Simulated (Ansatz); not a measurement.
BaH2 (Pnma, No. 62), treated with PBE0 in Ansatz (PAW).

Run with plane-wave cutoff 500 eV, 4×6×4 k mesh (along the axes of the cell as run), gaussian smearing 0.02 eV, scalar-relativistic PAW data made under PBE.

Cell (relaxed with r²SCAN):

```xyz
12
Lattice="6.8048 0.0000 0.0000 0.0000 4.1523 0.0000 0.0000 0.0000 7.8567" Properties=species:S:1:pos:R:3 pbc="T T T"
Ba     5.1776     1.0381     3.0382
Ba     1.6272     3.1142     4.8184
Ba     5.0296     3.1142     6.9665
Ba     1.7752     1.0381     0.8901
H      3.5951     1.0381     5.3462
H      3.2097     3.1142     2.5105
H      6.6121     3.1142     1.4179
H      0.1927     1.0381     6.4388
H      2.4114     3.1142     7.2995
H      4.3934     1.0381     0.5571
H      0.9910     1.0381     3.3712
H      5.8138     3.1142     4.4854
```

Q: Give the computed band gap.

A: 
- band gap: 4.59 eV (on the SCF k mesh)

Spin–orbit coupling is not included.

Computed values are for the static lattice.

The result took about 30 core-minutes (a rough figure).

Ansatz is an electronic-structure program.
